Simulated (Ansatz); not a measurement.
# alpha cristobalite (1 0 1) on alpha Ga2O3 (0 0 1) (film strained to the substrate, started from cuts of the bulks and a machine-learned relaxation; slabs Ga24O36 and Si10O20, which can lie off the formulas)

A periodic stack without vacuum, alpha cristobalite (1 0 1) on alpha Ga2O3 (0 0 1) (film strained to the substrate, started from cuts of the bulks and a machine-learned relaxation; slabs Ga24O36 and Si10O20, which can lie off the formulas): substrate slab Ga24O36, film Si10O20, surface cells [[-1, 1], [-1, -1]] and [[0, 1], [-1, 0]], film strained by -0.5 and +0.3 %, outermost planes Ga/Ga and OSi/OSi as cut, which need not be the usual terminations and can put a slab off its formula.

The start was prepared with a machine-learned potential, and the result is one local minimum, with the in-plane cell held and forces under 0.04 eV/Å; the film can end far from its bulk form.

These are PBE (plane waves to 420 eV, PAW; Ansatz, a first-principles code) values and carry that method's errors. Spin–orbit coupling is left out; the runs are not spin-polarised; PBE gaps are too small against experiment. Its k-point mesh 3×5×1, Fermi–Dirac width 0.05 eV.

interface area: 44.3 Å²
period: 26.59 Å
heights between the nearest atoms of the two slabs at the two interfaces: 1.96 and 0.04 Å
Ga–O contacts across the interfaces within 1.22 times the sum of covalent radii: 3, mean 1.88 Å
O–Si contacts across the interfaces within 1.22 times the sum of covalent radii: 2, mean 1.68 Å

```yaml
crystal:
  lattice:
    - [8.76108, -0.00104, -0.01826]
    - [0.00024, 5.05745, -0.06458]
    - [-0.03125, -0.78744, 26.59995]
  atoms:
    - { symbol: Ga, position: [0.48833, 0.59831, 0.18186] }
    - { symbol: Ga, position: [0.99086, 0.10322, 0.18179] }
    - { symbol: Ga, position: [0.31462, 0.09703, 0.09196] }
    - { symbol: Ga, position: [0.82889, 0.58268, 0.09703] }
    - { symbol: Ga, position: [0.64960, 0.09821, 0.15735] }
    - { symbol: Ga, position: [0.15812, 0.59997, 0.16137] }
    - { symbol: Ga, position: [0.32426, 0.11550, 0.24432] }
    - { symbol: Ga, position: [0.82297, 0.61874, 0.24309] }
    - { symbol: O, position: [0.13847, 0.25251, 0.12661] }
    - { symbol: O, position: [0.64318, 0.73880, 0.12467] }
    - { symbol: O, position: [0.48687, 0.30020, 0.12629] }
    - { symbol: O, position: [0.98930, 0.78887, 0.12716] }
    - { symbol: O, position: [0.50480, 0.95683, 0.21072] }
    - { symbol: O, position: [0.00264, 0.45770, 0.21130] }
    - { symbol: O, position: [0.80732, 0.95859, 0.21043] }
    - { symbol: O, position: [0.30745, 0.45842, 0.21303] }
    - { symbol: O, position: [0.65747, 0.41210, 0.21134] }
    - { symbol: O, position: [0.15573, 0.91339, 0.21271] }
    - { symbol: O, position: [0.82718, 0.23679, 0.12293] }
    - { symbol: O, position: [0.33131, 0.75456, 0.12706] }
    - { symbol: Ga, position: [0.32540, 0.14083, 0.35301] }
    - { symbol: Ga, position: [0.82542, 0.63962, 0.35064] }
    - { symbol: Ga, position: [0.65834, 0.12328, 0.26705] }
    - { symbol: Ga, position: [0.15779, 0.62210, 0.26933] }
    - { symbol: Ga, position: [0.49207, 0.63615, 0.32982] }
    - { symbol: Ga, position: [0.99149, 0.13527, 0.33047] }
    - { symbol: Ga, position: [0.65718, 0.15570, 0.42190] }
    - { symbol: Ga, position: [0.16186, 0.65601, 0.42267] }
    - { symbol: O, position: [0.47656, 0.28183, 0.29670] }
    - { symbol: O, position: [0.97451, 0.78215, 0.29682] }
    - { symbol: O, position: [0.32611, 0.82707, 0.29705] }
    - { symbol: O, position: [0.82657, 0.32404, 0.29692] }
    - { symbol: O, position: [0.33794, 0.49775, 0.38209] }
    - { symbol: O, position: [0.83701, 0.99197, 0.38358] }
    - { symbol: O, position: [0.64775, 0.49195, 0.38308] }
    - { symbol: O, position: [0.14429, 0.98992, 0.38262] }
    - { symbol: O, position: [0.49479, 0.95364, 0.38222] }
    - { symbol: O, position: [0.99275, 0.45797, 0.38357] }
    - { symbol: O, position: [0.17165, 0.27849, 0.29749] }
    - { symbol: O, position: [0.67254, 0.77817, 0.29619] }
    - { symbol: Ga, position: [0.51275, 0.15819, 0.99287] }
    - { symbol: Ga, position: [0.14637, 0.57192, 0.03688] }
    - { symbol: Ga, position: [0.49025, 0.65882, 0.43547] }
    - { symbol: Ga, position: [0.99607, 0.15891, 0.43582] }
    - { symbol: Ga, position: [0.32810, 0.17058, 0.48501] }
    - { symbol: Ga, position: [0.82594, 0.66568, 0.46959] }
    - { symbol: Ga, position: [0.48419, 0.61200, 0.07502] }
    - { symbol: Ga, position: [0.97317, 0.06935, 0.07193] }
    - { symbol: O, position: [0.82020, 0.31051, 0.46881] }
    - { symbol: O, position: [0.31939, 0.81627, 0.46831] }
    - { symbol: O, position: [0.65200, 0.85334, 0.46895] }
    - { symbol: O, position: [0.15601, 0.35305, 0.46812] }
    - { symbol: O, position: [0.14911, 0.92707, 0.04017] }
    - { symbol: O, position: [0.62676, 0.46552, 0.02173] }
    - { symbol: O, position: [0.45870, 0.94377, 0.04505] }
    - { symbol: O, position: [0.96626, 0.39987, 0.04253] }
    - { symbol: O, position: [0.32538, 0.39736, 0.04132] }
    - { symbol: O, position: [0.81923, 0.83480, 0.04034] }
    - { symbol: O, position: [0.50581, 0.33127, 0.46737] }
    - { symbol: O, position: [0.00722, 0.83254, 0.46957] }
    - { symbol: Si, position: [0.29294, 0.29544, 0.61188] }
    - { symbol: Si, position: [0.50880, 0.54143, 0.69702] }
    - { symbol: O, position: [0.32805, 0.18874, 0.55857] }
    - { symbol: O, position: [0.41343, 0.47441, 0.64319] }
    - { symbol: O, position: [0.13705, 0.22030, 0.63904] }
    - { symbol: O, position: [0.37935, 0.61614, 0.73842] }
    - { symbol: Si, position: [0.71614, 0.03618, 0.71816] }
    - { symbol: Si, position: [0.19454, 0.64398, 0.74596] }
    - { symbol: Si, position: [0.20790, 0.64996, 0.85805] }
    - { symbol: Si, position: [0.05846, 0.13389, 0.69320] }
    - { symbol: O, position: [0.87467, 0.10000, 0.68758] }
    - { symbol: O, position: [0.63139, 0.77775, 0.69036] }
    - { symbol: O, position: [0.15604, 0.74952, 0.80195] }
    - { symbol: O, position: [0.59714, 0.27731, 0.71103] }
    - { symbol: O, position: [0.10608, 0.36319, 0.73435] }
    - { symbol: O, position: [0.75303, 0.99717, 0.77648] }
    - { symbol: O, position: [0.13541, 0.85176, 0.70460] }
    - { symbol: O, position: [0.05360, 0.60582, 0.88992] }
    - { symbol: Si, position: [0.39993, 0.16473, 0.88226] }
    - { symbol: Si, position: [0.87331, 0.52696, 0.88998] }
    - { symbol: Si, position: [0.72851, 0.69399, 0.99128] }
    - { symbol: Si, position: [0.73026, 0.02053, 0.83864] }
    - { symbol: O, position: [0.55556, 0.10758, 0.84901] }
    - { symbol: O, position: [0.30811, 0.88336, 0.88457] }
    - { symbol: O, position: [0.82737, 0.52237, 0.94877] }
    - { symbol: O, position: [0.30084, 0.37376, 0.84886] }
    - { symbol: O, position: [0.85225, 0.23472, 0.86206] }
    - { symbol: O, position: [0.42045, 0.29577, 0.93763] }
    - { symbol: O, position: [0.77154, 0.72860, 0.85731] }
    - { symbol: O, position: [0.64299, 0.91720, 0.96068] }
```
